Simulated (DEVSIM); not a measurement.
System: illuminated GaSb p-on-n cell, one wavelength, at 300 K.

Layer 1 from the left is GaSb, thickness (μm) 0.110, Na (cm⁻³) 2e18, τn (s) 1.9e-8, τp (s) 2.3e-9, absorption coefficient (cm⁻¹) 7800. Layer 2 from the left is GaSb, thickness (μm) 1.70, Nd (cm⁻³) 6.2e15, τn (s) 2.7e-8, τp (s) 2.7e-8, absorption coefficient (cm⁻¹) 7800.

Left contact: ohmic, minority electron recombination velocity 1e5 cm/s. Right contact: ohmic, minority hole recombination velocity 2e5 cm/s. Voltage is applied to the left contact. Recombination: SRH at mid-gap, radiative, Auger. Light enters at the left, 2.7e17 photons cm⁻² s⁻¹, one pass, no reflection. Mobility is constant in doping.

This is a model device: material constants are rounded textbook-type values typed into the input, and sizes, dopings and lifetimes were drawn at random. Values at 300 K.

GaSb: gap (eV) 0.726, affinity (eV) 4.06, permittivity 15.7, Nc (cm⁻³) 2.1e17, Nv (cm⁻³) 1.8e19, μn (cm²/Vs) 5000, μp (cm²/Vs) 850, B (cm³/s) 1e-10, Cn (cm⁶/s) 5e-30, Cp (cm⁶/s) 5e-30.

Simulated with DEVSIM: 1D drift-diffusion, Boltzmann statistics, complete ionisation; no tunnelling, impact ionisation, image-force lowering or self-heating.

**Question.** What does the simulation give for the short-circuit current, the dark forward voltage at 1 A/cm²?

**Answer.** short-circuit current 28.2 mA/cm²; dark forward voltage at 1 A/cm² 0.313 V.
